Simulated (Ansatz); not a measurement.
Ansatz (a first-principles code) run on TiTc (P4mm, 2 atoms in the cell): self-consistent single point.

Method of the run: PBEsol, default PAW files made with PBE (plane waves; Ansatz).

```yaml
crystal:
  lattice:
    - [3.10375, 0.00000, 0.00000]
    - [0.00000, 3.10375, 0.00000]
    - [0.00000, 0.00000, 3.10375]
  atoms:
    - { symbol: Ti, position: [0.50000, 0.50000, 0.51611] }
    - { symbol: Tc, position: [0.00000, 0.00000, 0.00000] }
```

Reference input (self-consistent single point, DFT, PBEsol, plane waves, default PAW files made with PBE): basis.ecutwfc = 500 eV; kpoints.mp_grid.grid = 11 11 11; hamiltonian.xc = pbesol; hamiltonian.pseudopotentials = {kind: paw} (the program's default PAW files); scf.occupations.method = fermi_dirac; scf.occupations.width = 0.1 eV. This run's input differs from it in these lines:

Ansatz 0.2 input:
```diff
@@ -11,3 +11,3 @@
 kpoints:
-  mp_grid: { grid: [11, 11, 11] }
+  mp_grid: { grid: [21, 21, 21] }
 hamiltonian:
@@ -16,3 +16,3 @@
 scf:
-  occupations: { method: fermi_dirac, width: 0.1 eV }
+  occupations: { method: fermi_dirac, width: 0.02 eV }
 output:
```

Log, with long lists cut:

```
SCF iter   1: F=—  HF=-7812.911142 eV  |F-HF|=—  |Δ(HF+E_count)|=         —  Δρ=6.56e-2  dr2=1.11e0  ethr=3.10e-3  ⟨swp⟩=4.9  Hψ=52548  notcnv=0
all-band conjugate gradients solve this SCF's bands
preconditioner: auto → none
SCF iter   2: F=—  HF=-7812.616377 eV  |F-HF|=—  |Δ(HF+E_count)|=   2.95e-1  Δρ=3.29e-2  dr2=2.65e-1  ethr=3.10e-3  ⟨swp⟩=2.7  Hψ=24653  notcnv=0  defer=72
   [... lines left out ...]
SCF iter   4: F=—  HF=-7812.535371 eV  |F-HF|=—  |Δ(HF+E_count)|=   4.49e-4  Δρ=8.14e-4  dr2=3.23e-4  ethr=5.85e-6  ⟨swp⟩=2.1  Hψ=21935  notcnv=0  defer=53
SCF iter   5: F=—  HF=-7812.535281 eV  |F-HF|=—  |Δ(HF+E_count)|=   9.02e-5  Δρ=2.43e-4  dr2=2.50e-5  ethr=1.20e-6  ⟨swp⟩=2.1  Hψ=20756  notcnv=0  defer=53
SCF iter   6: F=—  HF=-7812.535265 eV  |F-HF|=—  |Δ(HF+E_count)|=   1.60e-5  Δρ=3.93e-5  dr2=3.88e-7  ethr=9.26e-8  ⟨swp⟩=2.0  Hψ=17142  notcnv=0  defer=53
SCF iter   7: F=-7812.535265 eV  HF=-7812.535265 eV  |F-HF|=4.43e-9  |Δ(HF+E_count)|=   2.50e-8  Δρ=8.34e-6  dr2=1.38e-8  ethr=3.70e-10  ⟨swp⟩=4.5  Hψ=44622  notcnv=0
SCF 1 converged in 7 iterations: F = -7812.535265 eV  dr2 = 1.38e-8
Free energy (F): -7812.535265 eV
Internal energy: -7812.533412 eV  (E = F + TS)
E sigma→0 (E₀):  -7812.534338 eV
Entropy (-TS):   -0.001853 eV (-0.927 meV/atom)
Fermi energy:    18.028475 eV
--- Forces (eV/Å), atoms counted from 1 ---
  atom   1  Ti     0.00000000     0.00000000    -0.38895226
  atom   2  Tc     0.00000000     0.00000000     0.38890359
--- Stress (GPa, compression-positive) ---
       -6.904092       0.000000       0.000000
        0.000000      -6.904092       0.000000
        0.000000       0.000000      -7.106749
  P = ⅓ Tr σ = -6.9716 GPa (-69.716 kbar)
  The stress holds the Pulay correction. Without it, at fixed plane waves, as pw.x and ABINIT print it: P = -6.9992 GPa
```

The run converged in 7 iterations. Against the reference run the free energy rises by 11.1 meV/atom, the pressure goes from -6.69 to -6.97 GPa and the largest force hardly changes (0.379 to 0.389 eV/Å).

The starting cell comes from a database of computed structures (which also holds hypothetical and non-ambient phases and stackings), without a prior relaxation at this level. Its lattice was rescaled by up to half a per cent. One atom was moved a little off its site on purpose. Spin polarisation is off. With a pressure of about -7 GPa the cell is away from its equilibrium volume at this level. Ansatz's pressure includes its estimate of the finite-basis (Pulay) stress.

Cost on one core of a shared machine: roughly 50 s.
